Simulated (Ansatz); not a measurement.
BN under load (space group P6_3mc), Ansatz (an electronic-structure program) with PBE, rigid bands. Condition of this run: uniaxial stress along c of -9 GPa (compression positive) (the target of the relaxation). Band gap 5.17 eV, N_c = 1.35e19 cm⁻³ and N_v = 4.75e19 cm⁻³ at 300 K, conductivity masses along z (a = (2.54, 0.00, 0.00) Å; b = (-1.27, 2.20, 0.00) Å; c = (0.00, 0.00, 4.24) Å) of 0.312 mₑ (electrons) and 1.33 mₑ (holes). Take k_BT = 0.02585 eV.

Task: Find the intrinsic carrier density and the intrinsic Fermi level.

Result: n_i = √(N_c N_v) exp(−E_g/2k_BT) = 2.53e19 × exp(−99.99) = 9.5e-25 cm⁻³. The level lies (k_BT/2) ln(N_v/N_c) = 16 meV from mid-gap (positive towards the conduction band). Each 0.1 eV added to the gap lowers n_i by a factor of 6.9.

Task: A film of it is 3 nm thick, with its normal along the direction named. Estimate the confinement energies in an infinite well.

Result: ħ²π²/(2m t²) = 0.376 eV·nm²/(m/mₑ × t²) gives 134 meV for electrons and 31.4 meV for holes, so the gap would widen to about 5.34 eV. Finite barriers and nonparabolic bands lower this, and with several valleys or bands the heaviest mass along the normal sets the lowest level, not this average.

Task: What thermal injection velocity √(2k_BT/πm) limits a ballistic channel along the direction named?

Result: 9.63e6 cm/s for electrons and 4.67e6 cm/s for holes, a ratio of √(m_h/m_e) = 2.06, for dilute carriers.

Rigid bands with the computed gap; masses take one relaxation time for all states. Spin-orbit coupling is left out. Geometry: cell and atoms relaxed with PBEsol.
